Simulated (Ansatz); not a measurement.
## Hypothetical Pm-3n Ge, response to strain

Consider Ge (space group Pm-3n, No. 223; a hypothetical phase, not in the database extracts checked).

```
Ge
1.0
    5.41705     0.00000     0.00000
    0.00000     5.41705     0.00000
    0.00000     0.00000     5.41705
Ge
8
Direct
  0.25000   0.00000   0.50000
  0.75000   0.00000   0.50000
  0.00000   0.50000   0.25000
  0.00000   0.50000   0.75000
  0.50000   0.25000   0.00000
  0.50000   0.75000   0.00000
  0.00000   0.00000   0.00000
  0.50000   0.50000   0.50000
```

Cartesian axes are those of the cell as printed.

Strains are applied to the cell and any free atomic positions relax; under biaxial strain the out-of-plane vector relaxes too.

Levels (all Ansatz, a quantum-chemistry and plane-wave program, PAW): PBE (420 eV, no SOC); PBEsol (420 eV, without spin-orbit coupling).

The base cell above is that of PBE; each level relaxes its own structures.

Notes on the quantities. pressure: mean of the normal stresses, compression positive.

```json
[
 {"case": "biaxial strain −0.16 %, plane normal [001], relaxed out of plane", "pressure, PBE": "0.0 GPa", "pressure, PBEsol": "___"},
 {"case": "biaxial strain +2.47 %, plane normal [001], relaxed out of plane", "pressure, PBE": "-1.5 GPa", "pressure, PBEsol": "___"},
 {"case": "isotropic strain +1.49 %", "pressure, PBE": "-2.5 GPa", "pressure, PBEsol": "-2.9 GPa"}
]
```

Complete the table.


- biaxial strain −0.16 %, plane normal [001], relaxed out of plane, pressure, PBEsol: 0.0 GPa
- biaxial strain +2.47 %, plane normal [001], relaxed out of plane, pressure, PBEsol: -1.8 GPa

The two levels differ by at most about 0.4 GPa. They put the cases in the same order.

Without a gap, meshes like the base's 9×9×9 leave anisotropic stresses uncertain by several tenths of a GPa, and small strain energies with them. No phonon test of stability was made.
